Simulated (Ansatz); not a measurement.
**Cs2PtH6, pressure series**

Take Cs$_{2}$PtH$_{6}$ (space group Fm-3m, No. 225; a = 8.9772 Å; a cell from a computed database, its experimental status unchecked) as the base.

Cell and atoms are relaxed at each pressure.

Computed with DFT with r2SCAN, PAW potentials and a 500 eV plane-wave cutoff in Ansatz (a first-principles code), scalar-relativistic without spin-orbit coupling, earlier PAW set.

Two rows of this table had their results exchanged by mistake.

```
pressure          volume per atom (Å³)  shortest distance (Å)  band gap
----------------  --------------------  ---------------------  --------
pressure −2 GPa                  26.30                  1.648   4.35 eV
pressure −1 GPa                  21.92                  1.644   4.31 eV
pressure 1.8 GPa                  9.33                  1.614   1.63 eV
pressure 4.2 GPa                 16.61                  1.635   3.99 eV
pressure 9 GPa                   14.74                  1.630   3.73 eV
pressure 18 GPa                  12.79                  1.623   3.29 eV
pressure 30 GPa                  11.31                  1.619   2.73 eV
pressure 45 GPa                  10.14                  1.615   2.14 eV
pressure 60 GPa                  18.17                  1.638   4.13 eV
```

### Question
Which two?

### Answer
The rows for pressure 1.8 GPa and pressure 60 GPa: the volume has to fall steadily with pressure, so 18.17 Å³ belongs to pressure 1.8 GPa and 9.33 Å³ to pressure 60 GPa.

With Pt present, leaving out spin-orbit coupling can change the band edges. Load acts through the strain it causes; cell and atoms are relaxed under it. Whether these cells are dynamically stable was not tested. Competing high-pressure phases were not computed.
